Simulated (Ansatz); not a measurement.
The (10-10) face of hcp Lu can be cut between different planes. Symmetric, stoichiometric slabs relaxed in the 1x1 cell (19.2 Å²): top plane Lu, 1.01 Å over the next in the ideal cut; top plane Lu, 2.02 Å over the next in the ideal cut.

Method: PBE (plane waves to 420 eV, PAW; Ansatz, a first-principles code).

Problem. Put the candidates in order of surface energy, lowest first, for PBE.

Solution. the cut with an outer spacing of 1.01 Å (1.08 J/m²), the cut with an outer spacing of 2.02 Å (1.42 J/m²)
